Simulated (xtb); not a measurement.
xtb 6.7.1, GFN2-xTB: CO[Si](C)(CC[Si](Cl)(Cl)Cl)OC, 25 atoms. The geometry is a generated start, not checked to be a minimum at this level.

- method: GFN2-xTB
- --acc: 1 (default)
- --etemp (K): 300 (default)
- detailed input (--input): none: ANC optimiser, Lindh (1995) Hessian, microcycle=20, maxdispl=1.0, hlow=0.01 (default)
- basis functions: 91
- valence electrons: 74

```xyz
25

Si     3.7504     0.6378    -0.3289
Cl     5.2052    -0.7117    -0.7532
Cl     4.1703     1.4819     1.4638
Cl     3.7871     2.0864    -1.7386
C      2.0524    -0.2160    -0.2680
C      0.8957     0.7415     0.0419
Si    -0.7912    -0.1407     0.0477
C     -0.8818    -1.4029     1.4793
O     -0.8386    -0.8281    -1.4209
C     -1.9005    -1.4744    -2.0674
O     -2.0587     0.8901     0.1020
C     -2.4266     1.7783     1.1212
H      1.8410    -0.7029    -1.2199
H      2.0650    -1.0065     0.4834
H      0.8864     1.5428    -0.6970
H      1.0687     1.2153     1.0090
H     -0.1989    -2.2319     1.3228
H     -0.6306    -0.9517     2.4352
H     -1.8816    -1.8214     1.5719
H     -2.2083    -2.3624    -1.5113
H     -1.5546    -1.7683    -3.0585
H     -2.7555    -0.8039    -2.1633
H     -1.6399     2.5167     1.2918
H     -2.6188     1.2431     2.0532
H     -3.3366     2.2887     0.8038
```

The structure is relaxed from this start with --opt LEVEL for the levels crude, sloppy, loose, lax, normal, tight, vtight, extreme, once each. Up to the end of the extreme run atoms move by at most 0.17 Å along an axis.

Problem. Which level is enough to come within 1 meV of the tightest end point?

Solution. normal: 9 cycles against 22, ending 0.37 meV above.

```tsv
level	cycles	energy above the extreme run (meV)	gradient norm (eV/Å)
crude	1	3.0	0.092
sloppy	1	3.0	0.092
loose	1	3.0	0.092
lax	1	3.0	0.092
normal	9	0.37	0.048
tight	14	0.036	0.015
vtight	21	under 0.01	0.0023
extreme	22	—	0.0013
```
